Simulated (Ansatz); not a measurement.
Given:

End structure of a constructed model of the (111)B surface of 3C silicon carbide, C-terminated, 2x2 Si adatom at T1 (bottom of the slab: 4 H on 4 bottom sites):

```xyz
37
Lattice="6.1943 0.0000 0.0000 -3.0971 5.3644 0.0000 0.0000 0.0000 28.0000" Properties=species:S:1:pos:R:3 pbc="T T T"
Si     1.5486     0.8941     9.6457
Si     4.6457     0.8941     9.6457
Si     0.0000     3.5763     9.6457
Si     3.0971     3.5763     9.6457
C      0.0000     1.7881    10.2779
C      3.0971     1.7881    10.2779
C     -1.5486     4.4703    10.2779
C      1.5486     4.4703    10.2779
Si     0.0000     1.7881    12.1757
Si     3.0971     1.7882    12.1745
Si    -1.5487     4.4703    12.1745
Si     1.5487     4.4703    12.1745
C      0.0000    -0.0002    12.8016
C      3.0971     0.0000    12.7968
C     -1.5487     2.6823    12.8016
C      1.5487     2.6823    12.8016
Si     0.0000    -0.0060    14.7115
Si     3.0971     0.0000    14.6996
Si    -1.5538     2.6852    14.7115
Si     1.5538     2.6852    14.7115
C      1.5496     0.8935    15.3122
C      4.6447     0.8935    15.3122
C      0.0000     3.5775    15.3122
C      3.0971     3.5763    15.3242
Si     1.5841     0.8735    17.2476
Si     4.6101     0.8735    17.2476
Si     0.0000     3.6173    17.2476
Si     3.0971     3.5763    17.3316
C      0.0000     1.7881    17.8002
C      3.0971     1.7897    17.7443
C     -1.5500     4.4695    17.7443
C      1.5500     4.4695    17.7443
H      1.5485     0.8941     8.1457
H      4.6458     0.8941     8.1457
H      0.0000     3.5762     8.1457
H      3.0971     3.5763     8.1456
Si     0.0000     1.7881    19.5816
```

Model: 37-atom slab, 11.7 Å thick at the start with caps and adatoms (thin: gaps and levels are the slab's own), 5x5x1 mesh, Fermi-Dirac 0.025 eV, dipole correction, 8 atoms held, the rest relaxed; start symmetry kept, larger cells not searched; no spin (no spin-polarised run to compare, though such a face may carry moments), no spin-orbit, no U. The slab shows no gap on its mesh. In PBE it lies 0.68 eV a 1x1 cell over the lowest computed structure of the same composition (2x2 Si adatom at H3).

What work function of the top face does PBE (Ansatz, a quantum-chemistry and plane-wave program) give?

4.88 eV
